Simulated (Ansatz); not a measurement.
# Effect of pressure 45 GPa on FePt

Consider FePt (space group P4/mmm, No. 123; a = 2.730 Å, c = 3.764 Å; ferromagnetic).

One thing is altered: cell and atoms relaxed at a pressure of 45 GPa.

Level of theory: PBE (Ansatz, a first-principles code, PAW, without spin-orbit coupling). Γ-centred 17×17×12 mesh, Fermi–Dirac width 0.05 eV.

The density increases by 2.46 g/cm³ to 17.31 g/cm³ and the lattice parameter a shrinks by 0.133 Å, from 2.730 Å to 2.597 Å. The c/a ratio drops by 0.004, from 1.379 to 1.375 and the shortest interatomic distance decreases by 0.135 Å to 2.561 Å. The enthalpy H = E + PV relative to the base's energy is +3.62 eV/atom and the band gap is still zero. The magnetic state remains ferromagnetic.

Final structure:

```
FePt
1.0
    2.59682     0.00000     0.00000
    0.00000     2.59682     0.00000
    0.00000     0.00000     3.56950
Fe Pt
1 1
Direct
  0.50000   0.50000   0.50000
  0.00000   0.00000   0.00000
```

Other magnetic orders, which the real material may have, were not ruled out. Load acts through the strain it causes; cell and atoms are relaxed under it. Whether these cells are dynamically stable was not tested. Competing high-pressure phases were not computed.
